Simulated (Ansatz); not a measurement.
Here is the system:

End structure of the (100) surface of bcc Na in its 1x1 cell, outermost plane spacing 2.10 Å in the ideal cut:

```yaml
crystal:
  lattice:
    - [4.20000, 0.00000, 0.00000]
    - [0.00000, 4.20000, 0.00000]
    - [0.00000, 0.00000, 26.50000]
  atoms:
    - { symbol: Na, position: [0.50000, 0.50000, 0.30189] }
    - { symbol: Na, position: [0.00000, 0.00000, 0.38113] }
    - { symbol: Na, position: [0.50000, 0.50000, 0.46038] }
    - { symbol: Na, position: [0.00000, 0.00000, 0.53962] }
    - { symbol: Na, position: [0.50000, 0.50000, 0.61887] }
    - { symbol: Na, position: [0.00000, 0.00000, 0.69811] }
```

Slab: 6 atoms, 10.5 Å thick at the start; k 9x9x1, smearing 0.1 eV, dipole-corrected; all atoms relaxed; held to the start's symmetry, so lower structures may exist; no spin, no spin-orbit, no U.

**Question.** What is the computed work function of the top face (PBE in Ansatz, a quantum-chemistry and plane-wave program)?

**Answer.** 2.67 eV

**Question.** What is the computed surface energy (mean of both faces) (PBE)?

**Answer.** 14 meV/Å²
